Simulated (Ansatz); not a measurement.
Ansatz (a quantum-chemistry and plane-wave program) run on CaC2 (I4/mmm, 3 atoms in the cell): dielectric-response calculation.

Method of the run: LDA (PW92), default PAW files made with PBE (plane waves; Ansatz).

```
CaC2
1.0
   -1.94397     1.94397     3.21812
    1.94397    -1.94397     3.21812
    1.94397     1.94397    -3.21812
Ca C
1 2
Cartesian
  0.00000   0.00000   0.00000
  0.00000   0.00000   3.84816
  0.00000   0.00000   2.58808
```

Reference input (self-consistent single point, DFT, LDA (PW92), plane waves, default PAW files made with PBE): basis.ecutwfc = 420 eV; kpoints.mp_grid.grid = 9 9 9; hamiltonian.xc = lda; hamiltonian.pseudopotentials = {kind: paw} (the program's default PAW files); scf.occupations.method = fermi_dirac; scf.occupations.width = 0.05 eV. This run's input differs from it in these lines:

Ansatz 0.2 input:
```diff
@@ -11,3 +11,3 @@
 basis:
-  ecutwfc: 420.0
+  ecutwfc: 335.0
 kpoints:
@@ -21,8 +21,4 @@
   occupations:
-    method: fermi_dirac
-    width: 0.05
-output:
-  forces: true
-  eigenvalues: true
-  stress: true
+    method: fixed
+dielectric: {}
```

The program printed (abridged):

```
SCF iter   1: F=—  HF=-2258.144830 eV  |F-HF|=—  |Δ(HF+E_count)|=         —  Δρ=7.21e-3  dr2=3.09e-2  ethr=1.77e-3  ⟨swp⟩=4.3  Hψ=14381  notcnv=0  defer=129
all-band conjugate gradients solve this SCF's bands
preconditioner: auto → none
SCF iter   2: F=—  HF=-2258.133269 eV  |F-HF|=—  |Δ(HF+E_count)|=   1.16e-2  Δρ=2.72e-3  dr2=1.83e-3  ethr=1.71e-4  ⟨swp⟩=2.1  Hψ=5375  notcnv=0  defer=408
   [... lines left out ...]
SCF iter   5: F=—  HF=-2258.132589 eV  |F-HF|=—  |Δ(HF+E_count)|=   4.66e-6  Δρ=2.93e-5  dr2=4.01e-7  ethr=9.85e-8  ⟨swp⟩=2.0  Hψ=3573  notcnv=0
SCF iter   6: F=—  HF=-2258.132586 eV  |F-HF|=—  |Δ(HF+E_count)|=   2.17e-6  Δρ=5.41e-6  dr2=8.78e-9  ethr=2.23e-9  ⟨swp⟩=2.8  Hψ=4143  notcnv=0
SCF iter   7: F=—  HF=-2258.132586 eV  |F-HF|=—  |Δ(HF+E_count)|=   1.96e-9  Δρ=8.11e-7  dr2=2.09e-10  ethr=4.88e-11  ⟨swp⟩=2.4  Hψ=4135  notcnv=0
SCF iter   8: F=-2258.132586 eV  HF=-2258.132586 eV  |F-HF|=2.64e-11  |Δ(HF+E_count)|=  5.68e-11  Δρ=2.74e-7  dr2=3.46e-11  ethr=1.00e-12  ⟨swp⟩=3.6  Hψ=9746  notcnv=0
SCF 1 converged in 8 iterations: F = -2258.132586 eV  dr2 = 3.46e-11
DFPT response loops at Γ: preconditioner auto → none (the input reference at scf.mixing.eps_inf says where Resta's filter doesn't serve); β = 0.50 …
── the response to a field inside a basis, on 10×10×10 k-points: an SCF that follows is theirs, and a resumed run solves both again ──
Crystal: 3 atoms, lattice volume = 48.645 Å³
Bands: 10, of which v1, the nominal top of the filled ones, is band 9 counted from 1 (8 counted from 0)
k-points: 99 of 1000
Initial density: handed on by an earlier stage of this run
Initial wavefunctions: pseudopotential atomic-orbital guess (no wavefunctions were taken with the density)
Eigensolver: Dense (99 Hₖ)
   [... lines left out ...]
Free energy (F): -2258.132586 eV
Fermi energy:    4.513055 eV
   [... lines left out ...]
         0.00000   -0.00000   -1.02097
    site 2:
        -1.18289   -0.00000   -0.00000
        -0.00000   -1.18289   -0.00000
         0.00000    0.00000   -1.02097
  Z* charge neutrality: 2.401e-3 e pre-enforcement
  solved inside a basis spanned on kpoints, on 10×10×10 k-points, its susceptibility summed on 12×12×14 …
```

The run converged in 13 iterations. 

Summary of the result:
- Free energy E − TS (on the zero of these files): -2258.1326 eV
- Top of the valence band (on the code's own zero): 4.51 eV
- Gap on the k-point mesh: 1.25 eV
- ε∞ at this k-point mesh, which may be far from converged in small-gap cells (xx, yy, zz): 3.70, 3.70, 4.73
- Born charges at this mesh (mean of the diagonal, e): Ca 2.26, C -1.13, C -1.13

The starting cell comes from a database of computed structures (which also holds hypothetical and non-ambient phases and stackings), without a prior relaxation at this level. Its lattice was rescaled by up to half a per cent. The cutoff lies below the one recommended for these files.

Cost on one core of a shared machine: roughly 80 s.
